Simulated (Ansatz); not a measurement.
NbB2: response to strain

Consider NbB$_{2}$ (space group P6/mmm, No. 191; a = 3.0959 Å, c = 3.2893 Å; relaxed with 0.1 eV smearing). Axes: x lies along a and z along c of the hexagonal cell.

Strains are applied to the cell and any free atomic positions relax; under stress the whole cell relaxes.

Level of theory: Ansatz (a first-principles code), PBEsol, PAW, cutoff 420 eV, without spin-orbit coupling.

Candidates:
(a) isotropic strain −1.12 %
(b) uniaxial stress, 8 GPa tension along x
(c) strain tensor (xx, yy, zz, yz, xz, xy) = (−1.52, −3.56, +3.23, +0.66, +0.46, +0.37) %

Notes on the quantities. energy relative to the base: free energy F.

Q: Order them by energy relative to the base, highest first.

A: (c) strain tensor (xx, yy, zz, yz, xz, xy) = (−1.52, −3.56, +3.23, +0.66, +0.46, +0.37) % (+27 meV/atom), (a) isotropic strain −1.12 % (+10 meV/atom), (b) uniaxial stress, 8 GPa tension along x (+3.6 meV/atom)

Stability under load was not tested beyond the relaxation. All final runs are without spin polarisation. An odd electron count without spin: NbB2.
